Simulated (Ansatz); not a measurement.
# Li: isotropic strain +2.00 %

Consider Li in the bcc (W type) structure (space group Im-3m, No. 229; a = 3.435 Å; relaxed with 0.1 eV smearing).

Now apply this change: an isotropic linear strain of +2.00 %, atoms relaxed at fixed cell.

All numbers come from Ansatz (a first-principles code), PBE, PAW, cutoff 420 eV, without spin-orbit coupling. Settings: 27×27×27 k-points, 0.1 eV Fermi–Dirac smearing.

The volume per atom goes up by 1.24 Å³ (20.27 Å³ → 21.51 Å³) and the shortest interatomic distance rises by 0.059 Å (2.975 Å → 3.034 Å). The energy grows by 3.0 meV/atom and the band gap remains zero.

Final structure:

```
CELL_PARAMETERS angstrom
     -1.75194     1.75194     1.75194
      1.75194    -1.75194     1.75194
      1.75194     1.75194    -1.75194
ATOMIC_POSITIONS crystal
  Li 0.00000 0.00000 0.00000
```

No phonon test of stability was made.
